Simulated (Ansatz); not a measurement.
Given:

```
WS2
1.0
    3.12851     0.00000     0.00000
   -1.56426     2.70937     0.00000
    0.00000     0.00000    11.82487
W S
2 4
Cartesian
  0.00000   1.80625   2.95622
  1.56426   0.90312   8.86865
  0.00000   1.80625   7.30054
  1.56426   0.90312   1.38811
  1.56426   0.90312   4.52433
  0.00000   1.80625  10.43677
```

No spin polarisation.

Calculations: PBEsol-D3(BJ) (Ansatz, a program for electronic structure; PAW; 420 eV plane waves; no spin-orbit coupling). Settings: 12×12×3 k-points, 0.05 eV Fermi–Dirac smearing.

Problem. What gap character does the calculation give?

Solution. Indirect, Γ → K–Γ (44 % along).

Problem. Estimate the band gap.

Solution. 0.69 eV.

Problem. What is the computed space group?

Solution. P6_3/mmc (No. 194).

Problem. What is the computed pressure (mean of the normal stresses, compression positive)?

Solution. -1.19 GPa.

Spin-orbit coupling, missing from the scalar runs, can matter with W. The cells carry an imposed strain or load. Whether these cells are dynamically stable was not tested. The cell was made from WS2 in the 2H-MoS2 type structure (space group P6_3/mmc, No. 194; layered, stacked along the Cartesian z axis) by this change: isotropic strain +0.44 %.
